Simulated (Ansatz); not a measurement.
Worked example: zone-centre phonon calculation of YGe2 (I4_1/amd, 6 atoms in the cell) in Ansatz (a quantum-chemistry and plane-wave program).

Level of theory: LDA (PW92), PAW files made with PBE (plane waves; Ansatz).

```
CELL_PARAMETERS angstrom
     -2.02189     2.02189     8.42769
      2.02189    -2.02189     8.42769
      2.02189     2.02189    -8.42769
ATOMIC_POSITIONS crystal
  Y  0.50000 0.50000 0.00000
  Y  0.25000 0.75000 0.50000
  Ge 0.82799 0.32799 0.50000
  Ge 0.07799 0.07799 0.00000
  Ge 0.92201 0.92201 0.00000
  Ge 0.67201 0.17201 0.50000
```

Reference input (self-consistent single point, DFT, PBEsol, plane waves, PAW files made with PBE): kpoints.mp_grid.grid = 5 5 5; hamiltonian.xc = pbesol; hamiltonian.pseudopotentials = {kind: paw} (an earlier, softer set of the program's PAW files); scf.occupations.method = fermi_dirac; scf.occupations.width = 0.1 eV. This run's input differs from it in these lines:

Ansatz 0.2 input:
```diff
@@ -17,3 +17,3 @@
 hamiltonian:
-  xc: pbesol
+  xc: lda
   pseudopotentials:
@@ -25,6 +25,4 @@
     width: 0.1
-output:
-  forces: true
-  eigenvalues: true
-  stress: true
+phonons:
+  method: dfpt
```

The program printed (abridged):

```
SCF iter   1: F=—  HF=-24358.166837 eV  |F-HF|=—  |Δ(HF+E_count)|=         —  Δρ=3.11e-2  dr2=2.35e0  ethr=3.10e-3  ⟨swp⟩=6.2  Hψ=4780  notcnv=0
all-band conjugate gradients solve this SCF's bands
preconditioner: auto → Kerker (q_TF=auto, 2.481 Å⁻¹)
SCF iter   2: F=—  HF=-24357.611854 eV  |F-HF|=—  |Δ(HF+E_count)|=   5.55e-1  Δρ=1.61e-2  dr2=6.03e-1  ethr=3.02e-3  ⟨swp⟩=3.6  Hψ=2698  notcnv=0
   [... lines left out ...]
SCF iter  11: F=—  HF=-24357.437187 eV  |F-HF|=—  |Δ(HF+E_count)|=  2.91e-11  Δρ=2.04e-7  dr2=5.75e-11  ethr=1.00e-12  ⟨swp⟩=2.0  Hψ=1600  notcnv=0
SCF iter  12: F=-24357.437187 eV  HF=-24357.437187 eV  |F-HF|=0.00e0  |Δ(HF+E_count)|=  2.18e-11  Δρ=5.05e-8  dr2=1.61e-12  ethr=1.00e-12  ⟨swp⟩=5.4  Hψ=5034  notcnv=0
the search or the solves at the SCF's close seem to have found levels that the self-consistency loop had missed (the run counts 2) …
SCF 1 converged in 12 iterations: F = -24357.437187 eV  dr2 = 1.61e-12
DFPT response loops at Γ: preconditioner auto → Kerker (q_TF=auto, 2.481 Å⁻¹) (partly filled bands, converged f_vac=0.000) …
Free energy (F): -24357.437187 eV
Internal energy: -24357.365855 eV  (E = F + TS)
E sigma→0 (E₀):  -24357.401521 eV
Entropy (-TS):   -0.071332 eV (-11.889 meV/atom)
Fermi energy:    10.325806 eV
--- Phonons (Γ-DFPT): 5 representative perturbations + reference, on 27 of 125 k-points (Σ response iterations 16) ---
  k mesh reduced under 4 symmetry operations, with k and −k counted as one. Each operation leaves every solved displacement unchanged or reverses it
  ASR residual: 2.186e-4 → 0.000e0 eV/Å²; symmetrization residual: 8.452e-6 eV/Å²
  ASR residual per site (eV/Å²): 2.19e-4 2.19e-4 3.42e-5 3.42e-5 3.42e-5 3.42e-5
  Γ frequencies (cm⁻¹): 0.00 0.00 0.00 42.30 48.88 48.88 75.78 81.54 81.54 111.21 111.21 128.51 143.79 143.79 144.97 183.87 194.67 194.67
  non-analytic LO–TO correction: not included (Born effective charges unavailable; polar crystals: no LO–TO splitting at Γ)
```

The run converged in 12 iterations. 

Summary of the result:
```
Property                                                                                                                        Result
--------------------------------------------------------  ----------------------------------------------------------------------------
Free energy E − TS (on the zero of these files)                                                                         -24357.4372 eV
Fermi level (on the code's own zero)                                                                                          10.33 eV
Zone-centre frequencies (cm⁻¹; negative means imaginary)  0, 0, 0, 42, 49, 49, 76, 82, 82, 111, 111, 129, 144, 144, 145, 184, 195, 195
```

The starting cell comes from a database of computed structures (which also holds hypothetical and non-ambient phases and stackings), without a prior relaxation at this level. Its lattice was rescaled by a random factor within 2.5 % of one.

Cost on one core of a shared machine: roughly 6 min.
